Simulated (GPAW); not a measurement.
A self-consistent single point of Sb (R-3m, 2 atoms in the cell) with GPAW.

Method of the run: PBE, GPAW PAW datasets PBE (gpaw-data 1.0.1) (plane waves; GPAW 25.7.0).

The change in words: lattice scaled by 0.98. Reference geometry:
```
Sb
1.0
    2.16357     1.24914     3.80613
   -2.16357     1.24914     3.80613
    0.00000    -2.49827     3.80613
Sb
2
Cartesian
  0.00000   0.00000   3.06310
  0.00000   0.00000   8.35530
```

Reference input (self-consistent single point, DFT PBE, plane waves, GPAW PAW datasets PBE (gpaw-data 1.0.1)): mode = pw; ecut = 600 eV; xc = PBE; kpts = 8 8 8; mesh shift (steps) = 0 0 0; occupations.name = fermi-dirac; occupations.width = 0.136 eV; nbands = -6; symmetry.symmorphic = false; symmetry.tolerance = 0.0005; maxiter = 100. This run's input differs from it in these lines:

```diff
@@ -5,7 +5,7 @@
 atoms = Atoms(['Sb', 'Sb'],
-              cell=[[2.163567, 1.249136, 3.806135],
-                    [-2.163567, 1.249136, 3.806135],
-                    [0.000000, -2.498272, 3.806135]],
-              positions=[[-0.000000, 0.000000, 3.063101],
-                         [-0.000000, 0.000000, 8.355304]],
+              cell=[[2.120296, 1.224153, 3.730012],
+                    [-2.120296, 1.224153, 3.730012],
+                    [0.000000, -2.448307, 3.730012]],
+              positions=[[-0.000000, -0.000000, 3.001839],
+                         [-0.000000, -0.000001, 8.188197]],
               pbc=True)
```

Output, abridged:

```
     iter     time        total  log10-change:
                         energy   eigst   dens
iter:   1 --:--:--    -8.634227
iter:   2 --:--:--    -8.720513   -0.33  -1.68
iter:   3 --:--:--    -8.732166   -1.22  -1.69
iter:   4 --:--:--    -8.735778   -1.99  -1.71
iter:   5 --:--:--    -8.735558c  -2.99  -2.90
iter:   6 --:--:--    -8.736661c  -3.64  -2.90
iter:   7 --:--:--    -8.734953c  -4.15  -2.79
iter:   8 --:--:--    -8.734870c  -5.26  -3.11
iter:   9 --:--:--    -8.734798c  -5.26  -3.18
iter:  10 --:--:--    -8.734789c  -5.97  -3.54
iter:  11 --:--:--    -8.734810c  -5.64  -3.68
iter:  12 --:--:--    -8.734793c  -6.38  -3.96
iter:  13 --:--:--    -8.734791c  -7.08  -4.36c
iter:  14 --:--:--    -8.734792c  -8.06c -4.50c
Converged after 14 iterations.

Dipole moment: (0.000000, 0.000000, 0.000000) |e|*Ang

Energy contributions relative to reference atoms: (reference = -352563.116496)

Kinetic:         +6.278746
Potential:       -6.513337
External:        +0.000000
XC:              -8.849792
Entropy (-ST):   -0.021245
Local:           +0.360214
SIC:             +0.000000
--------------------------
Free energy:     -8.745414
Extrapolated:    -8.734792

Showing only first 2 kpts
 Kpt  Band  Eigenvalues  Occupancy
  0    13      5.53409    2.00000
  0    14      5.53410    2.00000
  0    15      9.35221    0.00000
  0    16     10.14002    0.00000

  1    13      5.81953    1.99999
  1    14      6.21156    1.99981
  1    15      8.64254    0.00036
  1    16      8.79713    0.00012

Fermi level: 7.46939

No gap
No difference between direct/indirect transitions
Energy (eV): -8.734792

Forces in eV/Ang:
  0 Sb    0.00000    0.00000   -0.62543
  1 Sb    0.00000   -0.00000    0.62543

Stress tensor:
    -0.037719     0.000000    -0.000000
    -0.000000    -0.037719    -0.000000
    -0.000000    -0.000000    -0.031026
Stress (GPa, Voigt): [-6.0433 -6.0433 -4.9709 -0.     -0.      0.    ]
```

The run converged in 14 iterations. GPAW prints stress with tension positive. Against the reference run the free energy rises by 41.3 meV/atom, the pressure goes from 1.71 to 5.69 GPa and the largest force goes from 0.260 to 0.625 eV/Å.

The starting cell comes from a database of computed structures (which also holds hypothetical and non-ambient phases and stackings), without a prior relaxation at this level. Its lattice was rescaled by a random factor within 2.5 % of one. For this run, on top of that: lattice scaled by 0.98. With a pressure of about 6 GPa the cell is away from its equilibrium volume at this level.

Cost on one core of a shared machine: roughly 2 min.
